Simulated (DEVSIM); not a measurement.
Structure: Co/AlN/p-Si capacitor, at 250 K.

Layer 1 from the left is AlN, thickness (nm) 19.0. Layer 2 from the left is Si, thickness (nm) 4700, Na (cm⁻³) 1.5e16.

Metal gate on the left, work function 5 eV. Fixed charge at the semiconductor interface -1.2e11 cm⁻² (in units of +e); no interface traps.

The device is made up for the run: typed textbook-type constants, with dimensions and the other settings drawn at random. Values at 300 K; Nc and Nv go as T^1.5, mobilities as T to minus their exponent, the gap by Varshni's rule with the affinity fixed.

AlN: gap (eV) 6.1, affinity (eV) 1.9, permittivity 8.5. Si: gap (eV) 1.124, affinity (eV) 4.05, permittivity 11.7, Nc (cm⁻³) 2.86e19, Nv (cm⁻³) 3.1e19, Varshni α (eV/K) 0.000473, Varshni β (K) 636.

### Question
Estimate by hand the flat-band voltage, the threshold voltage, and compare with a numerical solution.

### Answer

- Flat-band voltage: C = 0.396 μF/cm², work-function difference -0.028 V; VFB = φms − qNf/C = 0.02 V; numerical 0.02 V.
- Threshold voltage: φF = 0.410 V, depletion charge √(4εqNφF) = 6.39e-8 C/cm²; VT = VFB + 2φF + Qd/C = 1.00 V; numerical 1.00 V.

Simulated with DEVSIM: 1D Poisson equation in equilibrium, Boltzmann statistics, complete ionisation; no quantum confinement or tunnelling. Metal contacts follow the ideal Schottky-Mott rule: no Fermi-level pinning, no interface dipoles.
